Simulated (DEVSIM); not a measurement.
Device: abrupt Si p-n junction, at 400 K.

| layer (left to right) | material | thickness (μm) | Nd (cm⁻³) | Na (cm⁻³) | τn (s) | τp (s) |
|---|---|---|---|---|---|---|
| 1 | Si | 0.340 | - | 3.2e16 | 3.1e-7 | 3.1e-7 |
| 2 | Si | 14.0 | 2.7e16 | - | 3.1e-7 | 3.1e-7 |

Left contact: ohmic. Right contact: ohmic. Voltage is applied to the left contact. Recombination: SRH at mid-gap. Mobility is μmin + (μ − μmin)/(1 + (N/Nref)^α).

This is a model device: material constants are rounded textbook-type values typed into the input, and sizes, dopings and lifetimes were drawn at random. Values at 300 K; Nc and Nv go as T^1.5, mobilities as T to minus their exponent, the gap by Varshni's rule with the affinity fixed.

```tsv
parameter	Si
gap (eV)	1.124
affinity (eV)	4.05
permittivity	11.7
Nc (cm⁻³)	2.86e19
Nv (cm⁻³)	3.1e19
μn (cm²/Vs)	1417
μp (cm²/Vs)	470
μn,min	52
μp,min	45
Nref,n	9.7e16
Nref,p	2.2e17
αn	0.68
αp	0.72
T exponent of μn	2.3
T exponent of μp	2.2
Varshni α (eV/K)	0.000473
Varshni β (K)	636
```

DEVSIM, 1D drift-diffusion, Boltzmann statistics, complete ionisation; no tunnelling, impact ionisation, image-force lowering or self-heating.

Task: Tabulate band edges, carrier densities and field at 0.9 V on the left contact.

Result: Energies count from the Fermi level of the right contact; mesh points crowd at the junctions.

```tsv
x (μm)	Ec (eV)	Ev (eV)	n (cm⁻³)	p (cm⁻³)	field (V/cm)
0.000	-0.055	-1.152	1.0e9	3.2e16	320
0.02281	-0.055	-1.151	5.6e14	3.3e16	320
0.06411	-0.053	-1.150	1.6e15	3.4e16	300
0.1389	-0.051	-1.148	3.3e15	3.5e16	270
0.2625	-0.049	-1.145	6.1e15	3.7e16	-170
0.3098	-0.054	-1.151	8.4e15	3.1e16	-3000
0.3359	-0.070	-1.166	1.4e16	2.0e16	-9600
0.3681	-0.092	-1.188	2.8e16	1.0e16	-3300
0.4201	-0.098	-1.194	3.4e16	8.4e15	-130
0.5239	-0.096	-1.193	3.5e16	8.2e15	230
0.7313	-0.091	-1.188	3.5e16	8.2e15	240
1.375	-0.076	-1.173	3.5e16	8.1e15	240
2.430	-0.051	-1.147	3.5e16	8.1e15	240
4.537	-0.001	-1.097	3.5e16	7.9e15	240
9.493	0.120	-0.977	3.4e16	7.1e15	250
11.93	0.182	-0.914	3.3e16	5.7e15	270
13.14	0.216	-0.880	3.1e16	3.9e15	290
13.75	0.235	-0.862	2.9e16	2.4e15	320
14.12	0.247	-0.849	2.8e16	1.0e15	350
14.24	0.251	-0.845	2.7e16	4.9e14	370
14.30	0.254	-0.843	2.7e16	1.9e14	370
14.34	0.255	-0.841	2.7e16	1.2e9	370
```
